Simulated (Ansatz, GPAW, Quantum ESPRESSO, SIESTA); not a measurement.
**Code comparison for YInCu4 (F-43m, 6 atoms in the cell)**

Self-consistent single point, at a second geometry (lattice scaled by 0.98). First geometry:

```xyz
6
Lattice="0.0000 3.5262 3.5262 3.5262 0.0000 3.5262 3.5262 3.5262 0.0000" Properties=species:S:1:pos:R:3 pbc="T T T"
Y      0.0000     0.0000     0.0000
In     5.2892     5.2892     5.2892
Cu     2.6469     2.6469     2.6469
Cu     2.6469     4.4054     4.4054
Cu     4.4054     4.4054     2.6469
Cu     4.4054     2.6469     4.4054
```

Shared settings, as Ansatz (a program for electronic structure) writes them: kpoints.mp_grid.grid = 9 9 9; scf.occupations.method = gaussian; scf.occupations.width = 0.02 Ry. Potentials and cutoffs stand in the table.

| code | model | ΔF from the first geometry (meV/atom) | pressure (GPa) | largest force (eV/Å) | cutoff |
|---|---|---|---|---|---|
| Ansatz | PBEsol, default PAW files made with PBE | 46.6 | 13.71 | 0.038 | 30.9 Ry |
| Quantum ESPRESSO | PBEsol, PSlibrary PAW (PBE) pseudopotentials | 48.0 | 12.56 | 0.033 | 50 Ry |
| GPAW | PBEsol, GPAW PAW datasets PBEsol (made by gpaw-setup) | 50.9 | 14.07 | 0.028 | 800 eV |
| SIESTA | GGA PBEsol, numerical atomic orbitals DZP, PseudoDojo PBEsol standard norm-conserving potentials (rewritten from UPF to PSML) | 42.9 | 13.11 | 0.034 | grid 300 Ry |

For Quantum ESPRESSO (by 1.4 GPa) and GPAW (by 0.5 GPa) the energy change implies a higher mean pressure, against the two pressures, than for the other programs: a sign of finite-basis (Pulay) stress.

On Ansatz's run: spin polarisation is off.

The spread over the programs that give each value: ΔF from the first geometry within 8.0 meV/atom; pressure within 1.51 GPa; largest force within 0.010 eV/Å.

SIESTA uses small atom-centred bases, whose incompleteness enters pressures, forces and empty levels differently from a plane-wave cutoff. Ansatz's pressure is given at a fixed set of plane waves, as the other plane-wave codes print theirs; with its correction for the finite basis it is 13.79 GPa. In the pressure, Quantum ESPRESSO (by 1.14) lies more than 1 GPa from the median of the plane-wave programs.

The starting cell comes from a database of computed structures (which also holds hypothetical and non-ambient phases and stackings), without a prior relaxation at this level. Its lattice was rescaled by a random factor within 2.5 % of one. For this run, on top of that: lattice scaled by 0.98.

Left out of this page: Elk (not drawn, or without a comparable value); FLEUR (with a known weakness of the program).

Keys are those of Ansatz 0.2.
